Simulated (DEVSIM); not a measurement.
Structure: Al/SiO2/n-Ge capacitor, at 300 K.

```tsv
layer (left to right)	material	thickness (nm)	Nd (cm⁻³)
1	SiO2	34.0	-
2	Ge	4000	2.2e16
```

Metal gate on the left, work function 4.1 eV. Fixed charge at the semiconductor interface 0 cm⁻² (in units of +e); no interface traps.

The device is made up for the run: typed textbook-type constants, with dimensions and the other settings drawn at random. Values at 300 K; Nc and Nv go as T^1.5, mobilities as T to minus their exponent, the gap by Varshni's rule with the affinity fixed.

| parameter | SiO2 | Ge |
|---|---|---|
| gap (eV) | 9 | 0.664 |
| affinity (eV) | 0.9 | 4 |
| permittivity | 3.9 | 16 |
| Nc (cm⁻³) | - | 1.04e19 |
| Nv (cm⁻³) | - | 6e18 |
| Varshni α (eV/K) | - | 0.000477 |
| Varshni β (K) | - | 235 |

DEVSIM, 1D Poisson equation in equilibrium, Boltzmann statistics, complete ionisation; no quantum confinement or tunnelling. Metal contacts follow the ideal Schottky-Mott rule: no Fermi-level pinning, no interface dipoles.

The temperature was swept, all else fixed.

```tsv
temperature (K)	flat-band voltage (V)	threshold voltage (band bending 2φF) (V)	minimum of the low-frequency capacitance (μF/cm²)
250	-0.03	-1.12	0.0472
300	-0.06	-1.01	0.0517
350	-0.09	-0.88	0.0570
400	-0.13	-0.74	0.0651
450	-0.16	-0.58	0.0749
500	-0.18	-0.44	0.0833
```

From the first row to the last the flat-band voltage goes from -0.03 to -0.18. From the first row to the last the threshold voltage (band bending 2φF) goes from -1.12 to -0.44.
